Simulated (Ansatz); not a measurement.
Response to strain in Cu

Base system: Cu in the fcc (Cu type) structure (space group Fm-3m, No. 225; relaxed with 0.1 eV smearing).

```
CELL_PARAMETERS angstrom
      0.00000     1.78838     1.78838
      1.78838     0.00000     1.78838
      1.78838     1.78838     0.00000
ATOMIC_POSITIONS crystal
  Cu 0.00000 0.00000 0.00000
```

Strains are applied to the cell and any free atomic positions relax.

All numbers come from r2SCAN (Ansatz, an electronic-structure program; PAW; 500 eV plane waves; no spin-orbit coupling).

Notes on the quantities. energy relative to the base: free energy F.

```json
[
 {"isotropic strain (%)": "0", "energy relative to the base (meV/atom)": "0.0"},
 {"isotropic strain (%)": "0.5", "energy relative to the base (meV/atom)": "?"},
 {"isotropic strain (%)": "1", "energy relative to the base (meV/atom)": "5.0"},
 {"isotropic strain (%)": "1.5", "energy relative to the base (meV/atom)": "11.1"},
 {"isotropic strain (%)": "2", "energy relative to the base (meV/atom)": "19.3"},
 {"isotropic strain (%)": "2.5", "energy relative to the base (meV/atom)": "29.6"},
 {"isotropic strain (%)": "3", "energy relative to the base (meV/atom)": "41.8"}
]
```

Fit ΔE = Aε² + Bε³ (ε in %) to the rows shown and predict the withheld row.

Least squares on the printed values gives A = 5.20 and B = -0.18 meV/atom (largest residual 0.0 meV/atom); this predicts 1.3 meV/atom, and the run gives 1.3 meV/atom, in agreement.

Stability against distortions was not tested. All final runs are without spin polarisation.
